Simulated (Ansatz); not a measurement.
InSe (C2/m, No. 12, 4 atoms in the cell; start mp-21405; a measured phase of this formula has another space group) was calculated with PBE0 in Ansatz (plane waves, PAW).

Settings: plane-wave cutoff 460 eV, 6×6×6 k mesh, Fermi–Dirac smearing 0.01 eV, scalar-relativistic PAW data made under PBE.

Cell (relaxed with PBEsol):

Space group C2/m (No. 12); a = 11.750 Å, b = 4.110 Å, c = 4.564 Å, α = γ = 90.00°, β = 110.64°

```json
[
 {"atom": "In", "site": "4i", "symmetry": "m", "x": "0.3858", "y": "0.5000", "z": "0.0292"},
 {"atom": "Se", "site": "4i", "symmetry": "m", "x": "0.3452", "y": "0.0000", "z": "0.3625"}
]
```
(The calculation used a cell of 4 atoms; values per cell refer to that cell.)

Q: Give the computed band gap, smallest direct gap on the k points sampled and Γ–Γ gap.

A: 
* **band gap**: 2.00 eV
* **smallest direct gap on the k points sampled**: 2.44 eV
* **Γ–Γ gap**: 5.84 eV

Note: cell and atoms aren't relaxed at this level (largest force component 0.24 eV/Å, pressure 1.0 GPa).

Spin–orbit coupling is not included.

Static lattice: no zero-point or thermal effects.

The result took around 5 core-minutes (rough).

A start named mp-… is a Materials Project structure, which need not be a measured phase.

Ansatz is an electronic-structure program.
